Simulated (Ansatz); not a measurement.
```xyz
1
Lattice="0.0000 1.9155 1.9443 1.9155 0.0000 1.9443 1.9155 1.9155 0.0000" Properties=species:S:1:pos:R:3 pbc="T T T"
Ir     0.0000     0.0000     0.0000
```

No spin polarisation.

Computed with PBEsol (Ansatz, a program for electronic structure, PAW, no SOC). Γ-centred 29×29×29 mesh, Fermi–Dirac width 0.1 eV.

### Question
Predict the stress and space group.

### Answer
The stress (xx, yy, zz, yz, xz, xy; compression positive) is (-3.6, -3.6, -9.2, 0.0, 0.0, 0.0) GPa and the space group is I4/mmm (No. 139).

The cells carry an imposed strain or load. Whether these cells are dynamically stable was not tested. All final runs are without spin polarisation. The cell was made from Ir in the fcc (Cu type) structure (space group Fm-3m, No. 225) by this change: uniaxial strain ε_zz = +1.50 %.
